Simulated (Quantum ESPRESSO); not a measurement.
**Convergence series on WO2F (Cc, 8 atoms in the cell)**

```xyz
8
Lattice="4.6871 -2.7527 0.0000 4.6871 2.7527 0.0000 -3.3497 0.0000 4.5170" Properties=species:S:1:pos:R:3 pbc="T T T"
W      2.1178     1.5202     3.8055
W      3.7927    -1.5202     1.5470
O      0.6582     1.2137     2.6967
O      2.3331    -1.2137     0.4382
O     -1.7888     0.0772     2.7170
O     -0.1139    -0.0772     0.4585
F      3.1067     0.0753     2.6892
F      4.7816    -0.0753     0.4307
```
Moments meant for the start (each program seeds them in its own way; μB, in the order of the atoms W W O O O O F F): 1.0 1.0 0.0 0.0 0.0 0.0 0.0 0.0.

Level of theory: LDA (PZ), GBRV 1.5 ultrasoft (LDA) pseudopotentials (plane waves; Quantum ESPRESSO).

The starting cell comes from a database of computed structures (which also holds hypothetical and non-ambient phases and stackings), without a prior relaxation at this level. Its lattice was rescaled by a random factor within 2.5 % of one. The starting moments vanished: the run ended non-magnetic. In the base run, with a pressure of about -8 GPa the cell is away from its equilibrium volume at this level. In the base run, forces exceed 1 eV/Å.

Held fixed: occupations = smearing; smearing = methfessel-paxton; degauss = 0.0073499 Ry; nspin = 2; potentials = {W: w_lda_v1.2.uspp.F.UPF, O: o_lda_v1.2.uspp.F.UPF, F: f_lda_v1.4.uspp.F.UPF}; K_POINTS = automatic 5 5 5 0 0 0; conv_thr = 1e-09 Ry; mixing_beta = 0.4. Moved along with it: ecutrho.

ΔF is the free energy per atom less that of the last row (80 Ry).

| ecutwfc | ΔF (meV/atom) | pressure (GPa) | largest force (eV/Å) | plane waves | iterations |
|---|---|---|---|---|---|
| 16 Ry | 9292.3 | -312.20 | 2.043 | 865 | 12 |
| 20 Ry | 2990.8 | -136.42 | 1.173 | 1202 | 13 |
| 24 Ry | 955.5 | -56.38 | 1.147 | 1581 | 12 |
| 28 Ry | 301.3 | -23.35 | 1.081 | 1982 | 13 |
| 32 Ry | 115.4 | -12.35 | 1.084 | 2424 | 13 |
| 36 Ry | [?] | -8.99 | 1.077 | 2884 | 13 |
| 40 Ry | [?] | -7.88 | 1.082 | 3387 | 13 |
| 46 Ry | 12.9 | -7.30 | 1.086 | 4163 | 13 |
| 52 Ry | 5.9 | -6.98 | 1.087 | 4998 | 13 |
| 60 Ry | 3.2 | -6.79 | 1.087 | 6189 | 13 |
| 70 Ry | 1.98 | -6.81 | 1.087 | 7795 | 13 |
| 80 Ry | 0.00 | -6.85 | 1.087 | 9527 | 13 |

Question: Complete the blanks.

Answer: 
- 36 Ry, ΔF (meV/atom): 55.3
- 40 Ry, ΔF (meV/atom): 29.7
